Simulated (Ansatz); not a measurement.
System: BeSe (model structure, started from the tenorite type, C2/c, No. 15, 4 atoms in the cell). Method: PBEsol (Ansatz, a program for electronic structure, PAW).

Numerical settings: plane-wave cutoff 500 eV, 12×12×6 k mesh (along the axes of the cell as run), Fermi–Dirac smearing 0.05 eV, scalar-relativistic PAW data made under PBE.

Cell (relaxed at this level):

```cif
data_Be2Se2
_chemical_formula_sum 'Be2 Se2'
_space_group_name_H-M_alt 'P 1'
_space_group_IT_number 1
_cell_length_a 3.45082
_cell_length_b 3.45082
_cell_length_c 5.97709
_cell_angle_alpha 106.948
_cell_angle_beta 106.948
_cell_angle_gamma 60.405
loop_
_space_group_symop_operation_xyz
  'x, y, z'
loop_
_atom_site_label
_atom_site_type_symbol
_atom_site_fract_x
_atom_site_fract_y
_atom_site_fract_z
_atom_site_occupancy
Be1 Be 0.00000 0.50000 0.00000 1
Be2 Be 0.50000 0.00000 0.50000 1
Se1 Se 0.71116 0.28884 0.25000 1
Se2 Se 0.28884 0.71116 0.75000 1
```

**Question.** Estimate the band gap that the calculation returns.

**Answer.** 
* **band gap**: 0.27 eV (on the SCF k mesh)

Note: the relaxation could raise the start's symmetry but not lower it, so the cell can be a saddle point.

Spin–orbit coupling is not included.

The computed numbers hold no vibrational or temperature effects.

The result took very roughly 4 core-minutes.

A model structure was made by putting elements into a prototype or built by hand; it is no filed structure, need not be a known phase, and can be a saddle point held by its symmetry.
